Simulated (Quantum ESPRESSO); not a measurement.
A self-consistent single point of PrSb3 (Pm-3m, 4 atoms in the cell) with Quantum ESPRESSO.

Method of the run: LDA (PZ), SSSP 1.1.2 efficiency (PBE) pseudopotentials (plane waves; Quantum ESPRESSO).

```
CELL_PARAMETERS angstrom
      4.84798     0.00000     0.00000
      0.00000     4.84798     0.00000
      0.00000     0.00000     4.84798
ATOMIC_POSITIONS crystal
  Pr 0.00000 0.00000 0.00000
  Sb 0.00000 0.50000 0.50000
  Sb 0.50000 0.00000 0.50000
  Sb 0.50000 0.50000 0.00000
```
Moments meant for the start (each program seeds them in its own way; μB, in the order of the atoms Pr Sb Sb Sb): 2.0 0.0 0.0 0.0.

Reference input (self-consistent single point, DFT, LDA (PZ), plane waves, SSSP 1.1.2 efficiency (PBE) pseudopotentials): ecutwfc = 50 Ry; ecutrho = 400 Ry; occupations = smearing; smearing = gaussian; degauss = 0.0036749 Ry; nspin = 2; input_dft = pz; potentials = {Pr: Pr.GGA-PBE-paw-v1.0.UPF, Sb: sb_pbe_v1.4.uspp.F.UPF}; K_POINTS = automatic 5 5 5 0 0 0; conv_thr = 1e-09 Ry; mixing_beta = 0.2. This run's input differs from it in these lines:

```diff
@@ -35,3 +35,3 @@
 K_POINTS automatic
-5 5 5  0 0 0
+1 1 1  0 0 0
 CELL_PARAMETERS angstrom
```

Output, abridged:

```
     Self-consistent Calculation

     iteration #  1     ecut=    50.00 Ry     beta= 0.20

---- Real-time Memory Report at c_bands before calling an iterative solver
           979 MiB given to the printing process from OS
            89 MiB allocation reported by mallinfo(arena+hblkhd)
------------------

     total energy              =   -1047.94102231 Ry
     estimated scf accuracy    <       3.06802527 Ry

     total magnetization       =     2.00 Bohr mag/cell
     absolute magnetization    =     2.15 Bohr mag/cell

     iteration #  2     ecut=    50.00 Ry     beta= 0.20

   [... lines left out ...]

     total magnetization       =     2.00 Bohr mag/cell
     absolute magnetization    =     2.52 Bohr mag/cell

     iteration #100     ecut=    50.00 Ry     beta= 0.20

---- Real-time Memory Report at c_bands before calling an iterative solver
          1036 MiB given to the printing process from OS
           135 MiB allocation reported by mallinfo(arena+hblkhd)
------------------

     total energy              =   -1047.93337530 Ry
     estimated scf accuracy    <       0.00072999 Ry

     total magnetization       =     2.00 Bohr mag/cell
     absolute magnetization    =     2.55 Bohr mag/cell
     End of self-consistent calculation

     convergence NOT achieved after 100 iterations: stopping

   JOB DONE.
```

The run ended unconverged after 100 iterations.  The full log also holds: “c_bands:  2 eigenvalues not converged”. The full log also holds: “c_bands:  1 eigenvalues not converged”.

The starting cell comes from a database of computed structures (which also holds hypothetical and non-ambient phases and stackings), without a prior relaxation at this level. Spin-orbit coupling is off.

Cost on one core of a shared machine: roughly 10 min.
